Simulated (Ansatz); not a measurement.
## Size effects in intermetallics

Electron-phonon Boltzmann transport at 300 K by PBEsol, DFPT electron-phonon coupling, linearised Boltzmann equation (plane waves, PAW, scalar-relativistic; Ansatz, an electronic-structure program); copper at the same level is the yardstick. All are cubic, so ρ₀ is the same in every direction.

```csv
Metal,ρ₀ (μΩ·cm),ℓ (nm),remarks
HfW₂ (Fd-3m),11.0,15.3,-
Li3Sn (Fm-3m),13.9,9.59,-
Mg3Y (Fm-3m),15.0,10.5,-
Be5Au (F-43m),15.2,9.31,-
SrPt2 (Fd-3m),26.3,5.72,-
Cu (Fm-3m),1.66,40.5,-
```

Third figures are kept for the arithmetic; halving the electron mesh moves ρ₀ by up to 4 % at 300 K and ℓ by up to 10 % (the most at any temperature). Wires: ρ(d) = ρ₀ + ρ₀ℓ [3(1 − p)/(4d) + 3R/(2D(1 − R))], with p = 0, R = 0.2, D = d, so that ρ = ρ₀(1 + 1.12 ℓ/d).

Task: Work out ρ₀ℓ and the resistivity at d = 15 nm, and order the metals.

Result: 
| Metal | ρ₀ℓ (10⁻¹⁶ Ω·m²) | ρ at 15 nm (μΩ·cm) | over bulk | over Cu wire |
|---|---|---|---|---|
| Cu (Fm-3m) | 6.72 | 6.7 | 4.0 | 1.00 |
| HfW₂ (Fd-3m) | 16.8 | 24 | 2.1 | 3.5 |
| Li3Sn (Fm-3m) | 13.3 | 24 | 1.72 | 3.6 |
| Be₅Au (F-43m) | 14.2 | 26 | 1.70 | 3.9 |
| Mg3Y (Fm-3m) | 15.8 | 27 | 1.78 | 4.0 |
| SrPt$_{2}$ (Fd-3m) | 15.0 | 38 | 1.43 | 5.6 |

The mesh changes leave each wire value uncertain by up to 9 %, so closer neighbours may swap.

Task: By these numbers, which of them overtake unlined copper as the wire narrows, and where?

Result: Never lower, with neither ρ₀ nor ρ₀ℓ under copper's: HfW2 (Fd-3m), Li3Sn (Fm-3m), Mg$_{3}$Y (Fm-3m), Be₅Au (F-43m), SrPt₂ (Fd-3m).

Task: What does the set show about ρ₀, ℓ and their product?

Result: Among the 5 candidates, copper apart, ρ₀ spans a factor of 2.4 and ρ₀ℓ a factor of 1.26; the rank correlation of ρ₀ with ℓ is -0.90. Stronger scattering raises ρ₀ and shortens ℓ together, so the product varies less than ρ₀. The lowest product among them is that of Li₃Sn (Fm-3m), 1.98 times copper's.

The formula is the first-order form of the Fuchs-Sondheimer and Mayadas-Shatzkes models for a square wire of an isotropic metal and fails where d lies far under ℓ. Neither p nor R nor D comes from the calculation. Defining ℓ as one path for all states would lower each ρ₀ℓ, not all alike. Only harmonic phonons scatter in ρ₀; disorder, surface states and the phase's stability aren't judged.

Formula and space group known from diffraction (Crystallography Open Database), not checked to be the room-temperature form: Be5Au (F-43m), HfW2 (Fd-3m). Computed structure with no diffraction record at hand here (it may be known, metastable or hypothetical): Li3Sn (Fm-3m), Mg3Y (Fm-3m), SrPt2 (Fd-3m). The missing spin-orbit coupling matters most for Be5Au (F-43m), HfW2 (Fd-3m), SrPt2 (Fd-3m).
